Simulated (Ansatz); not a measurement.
Base system: CdS in the zinc blende structure (space group F-43m, No. 216; a = 5.757 Å). Axes: x, y, z lie along the cube axes.

It is then changed as follows: the cell is stretched by 2.00 % along z with no lateral relaxation, atoms relaxed at fixed cell.

Method: LDA (Ansatz, a quantum-chemistry and plane-wave program, PAW, spin-orbit coupling left out).

Q: Give the band edges at the high-symmetry points of the new zone, measured from its valence-band maximum.

A: 
```csv
point,valence edge (eV),conduction edge (eV)
Γ,0.00,0.88
X,-2.02,3.24
P,-2.35,5.16
N,-0.78,2.77
M,-1.95,3.31
S,-1.56,4.10
S₀,-1.56,4.10
R,-2.32,5.21
G,-2.32,5.21
```

The gap is 0.88 eV, direct at Γ.

The cells carry an imposed strain or load. Stability against distortions was not tested. k-point labels follow each cell's own Brillouin zone.
